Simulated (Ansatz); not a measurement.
**CdS: response to strain**

Consider CdS in the wurtzite structure (space group P6_3mc, No. 186; a = 4.197 Å, c = 6.829 Å).

Strains are applied to the cell and any free atomic positions relax.

Calculations: PBE/PAW in Ansatz (a first-principles code), no SOC.

```
isotropic strain (%)  band gap (eV)
--------------------  -------------
-4.45                          1.42
-2.01                             ?
0                              1.11
1.41                           1.01
5.22                           0.74
```

Fit E_g = E₀ + Dε (ε in %) to the rows shown and predict the withheld row.

Least squares on the printed values gives E₀ = 1.11 eV, D = -70.3 meV per % of strain (largest residual 0.00 eV); this predicts 1.25 eV, and the run gives 1.25 eV, in agreement.

Whether these cells are dynamically stable was not tested.
